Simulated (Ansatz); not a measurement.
**Response to strain in Fe4N**

Consider Fe4N (space group Pm-3m, No. 221; ferromagnetic; a cell from a computed database, its experimental status unchecked).

```
CELL_PARAMETERS angstrom
      3.78564     0.00000     0.00000
      0.00000     3.78564     0.00000
      0.00000     0.00000     3.78564
ATOMIC_POSITIONS crystal
  Fe 0.00000 0.50000 0.50000
  Fe 0.50000 0.00000 0.50000
  Fe 0.50000 0.50000 0.00000
  Fe 0.00000 0.00000 0.00000
  N  0.50000 0.50000 0.50000
```

Cartesian axes are those of the cell as printed.

Strains are applied to the cell and any free atomic positions relax; under biaxial strain the out-of-plane vector relaxes too.

The values are results of PBE (Ansatz, a program for electronic structure), spin-orbit coupling left out, not measurements.

Notes on the quantities. energy relative to the base: free energy F; pressure: mean of the normal stresses, compression positive.

```csv
case,energy relative to the base,pressure,volume per atom,largest site moment
base,0 meV/atom,0.0 GPa,10.85 Å³,2.99 μB
"biaxial strain −2.95 %, plane normal [001], relaxed out of plane",+17 meV/atom,6.0 GPa,(withheld),2.97 μB
"biaxial strain +2.42 %, plane normal [001], relaxed out of plane",+11 meV/atom,-4.5 GPa,11.15 Å³,3.00 μB
uniaxial strain ε_xx = −3.04 %,(withheld),(withheld),10.52 Å³,2.97 μB
uniaxial strain ε_zz = +2.81 %,+7.3 meV/atom,-4.8 GPa,11.16 Å³,3.00 μB
```

Q: Some entries are withheld; estimate them.

A: 
- biaxial strain −2.95 %, plane normal [001], relaxed out of plane, volume per atom: 10.50 Å³
- uniaxial strain ε_xx = −3.04 %, energy relative to the base: +9.3 meV/atom
- uniaxial strain ε_xx = −3.04 %, pressure: 5.3 GPa

Other magnetic orders, which the real material may have, were not ruled out. Without a gap, meshes like the base's 12×12×12 leave anisotropic stresses uncertain by several tenths of a GPa, and small strain energies with them. Stability against distortions was not tested.
